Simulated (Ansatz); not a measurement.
Consider the energy of the reaction as written. Reaction: 32 C (graphite) + Li (bcc) → cell A. Negative: the products are lower in energy.

Cell A: a layer of C (graphite, P6₃/mmc), 33 atoms, hexagonal cell of 9.86 Å (84.2 Å²), symmetry P6mm within 0.02 Å, 1.7 Å thick under 16 Å of vacuum, in-plane vectors held at the crystal's; planes from bottom to top: C32 | Li, its two faces unlike (dipole correction applied); added, foreign or displaced atoms, above the top plane: Li bound to 6 C at 2.20 Å; spin state with PBE: no moments, k-point mesh 3×3×1.
```yaml
crystal:
  lattice:
    - [9.85996, 0.00000, 0.00000]
    - [-4.92998, 8.53898, 0.00000]
    - [0.00000, 0.00000, 17.51652]
  atoms:
    - { symbol: C, position: [0.08380, 0.16760, 0.45537] }
    - { symbol: C, position: [0.16760, 0.08380, 0.45537] }
    - { symbol: C, position: [0.08334, 0.41690, 0.45671] }
    - { symbol: C, position: [0.16712, 0.33425, 0.45650] }
    - { symbol: C, position: [0.08334, 0.66644, 0.45671] }
    - { symbol: C, position: [0.16676, 0.58338, 0.45691] }
    - { symbol: C, position: [0.08380, 0.91620, 0.45537] }
    - { symbol: C, position: [0.16712, 0.83288, 0.45650] }
    - { symbol: C, position: [0.33425, 0.16712, 0.45650] }
    - { symbol: C, position: [0.41690, 0.08334, 0.45671] }
    - { symbol: C, position: [0.33356, 0.41690, 0.45671] }
    - { symbol: C, position: [0.41690, 0.33356, 0.45671] }
    - { symbol: C, position: [0.33333, 0.66667, 0.45697] }
    - { symbol: C, position: [0.41662, 0.58338, 0.45691] }
    - { symbol: C, position: [0.33356, 0.91666, 0.45671] }
    - { symbol: C, position: [0.41662, 0.83324, 0.45691] }
    - { symbol: C, position: [0.58338, 0.16676, 0.45691] }
    - { symbol: C, position: [0.66644, 0.08334, 0.45671] }
    - { symbol: C, position: [0.58338, 0.41662, 0.45691] }
    - { symbol: C, position: [0.66667, 0.33333, 0.45697] }
    - { symbol: C, position: [0.58310, 0.66644, 0.45671] }
    - { symbol: C, position: [0.66644, 0.58310, 0.45671] }
    - { symbol: C, position: [0.58310, 0.91666, 0.45671] }
    - { symbol: C, position: [0.66575, 0.83288, 0.45650] }
    - { symbol: C, position: [0.83288, 0.16712, 0.45650] }
    - { symbol: C, position: [0.91620, 0.08380, 0.45537] }
    - { symbol: C, position: [0.83324, 0.41662, 0.45691] }
    - { symbol: C, position: [0.91666, 0.33356, 0.45671] }
    - { symbol: C, position: [0.83288, 0.66575, 0.45650] }
    - { symbol: C, position: [0.91666, 0.58310, 0.45671] }
    - { symbol: C, position: [0.83240, 0.91620, 0.45537] }
    - { symbol: C, position: [0.91620, 0.83240, 0.45537] }
    - { symbol: Li, position: [0.00000, 0.00000, 0.55098] }
```

Reference: C (graphite, P6₃/mmc), 64 atoms in the cell, the relaxed perfect crystal repeated, atoms not moved again, k-point mesh 3×3×3 on the run's own vectors.

Reference: Li (bcc, Im-3m), 1 atom in the cell, k-point mesh 24×24×24 on the run's own vectors. Conventional cell: a = b = c = 3.3236 Å, α = β = γ = 90.00°.

All numbers come from Ansatz (a quantum-chemistry and plane-wave program), plane waves with PAW, its default PAW set, cutoff 420 eV, 500 eV for r2SCAN. The structures are at rest with PBE+D3(BJ), within the held lattices; other levels are single points on them. Neutral cells; Fermi-Dirac smearing of at most 0.10 eV in the solids, energies taken to zero width. The lattices are those relaxed with PBE+D3(BJ), so at other levels the solids can be strained, which adds to the spread. Larger cells are relaxed from a start prepared with the learned potential CHGNet, on a coarser mesh till forces fall under 0.03 eV/Å, which some starts already meet. A dispersion term (D3(BJ), or D4 for r2SCAN) was computed beside these levels and is taken off wherever the name lacks it. Nuclei at rest; no vibrational terms. No structure search was made; lower ones may exist. No correction for cell size. Cell A has symmetry P6mm within 0.02 Å and got no random move, so less symmetric positions, which may lie lower, weren't tried.

Question: Predict the value from r2SCAN.

Answer: 0.95 eV, for 32 C (graphite) + Li (bcc) → cell A.

Question: What do the other levels give, and how wide is the spread?

Answer: 
| Functional | value (eV) | less r2SCAN |
|---|---|---|
| PBE | 0.15 | -0.80 |
| PBE+D3(BJ) | 2.43 | 1.48 |
| r2SCAN+D4 | 2.22 | 1.27 |

The levels shown span 2.28 eV, from PBE (0.15) to PBE+D3(BJ) (2.43).
